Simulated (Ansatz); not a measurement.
## Hypothetical diamond Al, pressure series

Base system: Al in the diamond structure (space group Fd-3m, No. 227; a = 6.048 Å; a hypothetical phase, not in the database extracts checked).

Cell and atoms are relaxed at each pressure.

Level of theory: PBE (Ansatz, a first-principles code, PAW, no SOC).

```json
[
 {"pressure (GPa)": "-2", "volume per atom (Å³/atom)": "29.405"},
 {"pressure (GPa)": "-1", "volume per atom (Å³/atom)": "28.436"},
 {"pressure (GPa)": "0", "volume per atom (Å³/atom)": "27.648"},
 {"pressure (GPa)": "0.3", "volume per atom (Å³/atom)": "?"},
 {"pressure (GPa)": "0.7", "volume per atom (Å³/atom)": "27.153"},
 {"pressure (GPa)": "1.5", "volume per atom (Å³/atom)": "26.638"},
 {"pressure (GPa)": "3", "volume per atom (Å³/atom)": "25.786"},
 {"pressure (GPa)": "5", "volume per atom (Å³/atom)": "24.826"},
 {"pressure (GPa)": "7.5", "volume per atom (Å³/atom)": "23.824"}
]
```

Problem. Fit the third-order Birch–Murnaghan form P(V) = (3B₀/2)[(V₀/V)^(7/3) − (V₀/V)^(5/3)]·[1 + (3/4)(B₀′ − 4)((V₀/V)^(2/3) − 1)] (squares taken in P) to the rows shown and predict the withheld row.

Solution. Least squares on the printed values gives V₀ = 27.652 Å³/atom, B₀ = 37.2 GPa, B₀′ = 4.1; this predicts 27.433 Å³/atom, and the run gives 27.431 Å³/atom, 0.002 lower.

Load acts through the strain it causes; cell and atoms are relaxed under it. Whether these cells are dynamically stable was not tested. Competing high-pressure phases were not computed.
